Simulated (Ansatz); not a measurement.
## A computed series for TiSi2: response to strain

The parent structure is TiSi₂ (space group Cmcm, No. 63; a = 3.527 Å, b = 13.517 Å, c = 3.565 Å). Axes: x, y, z lie along a, b, c of the conventional cell.

Strains are applied to the cell and any free atomic positions relax; under biaxial strain the out-of-plane vector relaxes too; under stress the whole cell relaxes.

All numbers come from r2SCAN (Ansatz, a program for electronic structure), no spin-orbit coupling.

Notes on the quantities. pressure: mean of the normal stresses, compression positive.

```json
[
 {"change": "base", "shortest interatomic distance": "2.380 Å", "pressure": "0.0 GPa"},
 {"change": "biaxial strain −3.74 %, plane normal [001], relaxed out of plane", "shortest interatomic distance": "2.384 Å", "pressure": "7.7 GPa"},
 {"change": "biaxial strain +0.38 %, plane normal [001], relaxed out of plane", "shortest interatomic distance": "2.380 Å", "pressure": "-0.6 GPa"},
 {"change": "biaxial strain +2.28 %, plane normal [001], relaxed out of plane", "shortest interatomic distance": "2.382 Å", "pressure": "-3.7 GPa"},
 {"change": "biaxial strain +4.91 %, plane normal [001], relaxed out of plane", "shortest interatomic distance": "2.388 Å", "pressure": "-7.0 GPa"},
 {"change": "isotropic strain +3.27 %", "shortest interatomic distance": "2.420 Å", "pressure": "-10.9 GPa"},
 {"change": "uniaxial strain ε_xx = −1.94 %", "shortest interatomic distance": "2.373 Å", "pressure": "3.1 GPa"},
 {"change": "tensor shear ε_yz = −1.16 %", "shortest interatomic distance": "2.362 Å", "pressure": "0.1 GPa"},
 {"change": "uniaxial stress, 5 GPa tension along z", "shortest interatomic distance": "2.393 Å", "pressure": "–"}
]
```

Without a gap, meshes like the base's 14×14×13 leave anisotropic stresses uncertain by several tenths of a GPa, and small strain energies with them. Beyond what the load breaks, stability against distortions was not tested. The final runs are not spin-polarised.
